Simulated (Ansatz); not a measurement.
CdTe: strain along the normal

CdTe (zinc blende, F-43m, 35.252 Å³/atom at rest) under an equal strain ε in the (001) plane with the normal axis free, as in a coherent film. r2SCAN in Ansatz, a plane-wave DFT program (PAW, default set), 500 eV, 9×9×9 Γ-centred mesh, Fermi-Dirac smearing 0.05 eV; ions are relaxed within the symmetry of each cell.

Here s stands for strain and y for normal strain.

| strain (%) | normal strain (%) |
|---|---|
| -3.00 | ? |
| -1.50 | 1.98 |
| -1.00 | 1.32 |
| -0.50 | 0.66 |
| 0.00 | 0.00 |
| 0.50 | -0.68 |
| 1.00 | -1.36 |
| 1.50 | -2.05 |

Question: Using a straight line, estimate the missing y at s = -3.00 from the other rows, showing the fit.

Answer: Means: s 0, y -0.019. About the means, the sum of products is -9.3950 and the sum of squares of s is 7.0000; the slope is their ratio. Least squares gives y = -0.019 - 1.3421·s. Residuals (row less fit): -0.014, -0.003, 0.008, 0.019, 0.010, 0.001, -0.018; standard error 0.015 (degrees of freedom: 5). The slope, -1.34 ± 0.01, is the elastic response of the normal axis, −2C12/C11 for this plane. At the withheld row, y = -0.019 - 1.3421 × (-3.0) = 4.007%. The calculation gives 3.91%, 0.097% below the prediction (1.6 % of the range of y in the table). The row lies outside the fitted rows, so this is an extrapolation. From the scatter of the fitted rows alone, a prediction at this place has a standard error of 0.023%, so the miss is 4.2 times that.

One order more, fitted to all 13 runs of the series, follows each within 0.01, so the miss is the next term of a smooth law. Rows are the converged runs of the series near zero and its far end; series whose fitted rows scatter by over a few per cent of the range, as at a crossing or softening among them, aren't shown in this form. Most that stay on the fit to the last digits aren't either.
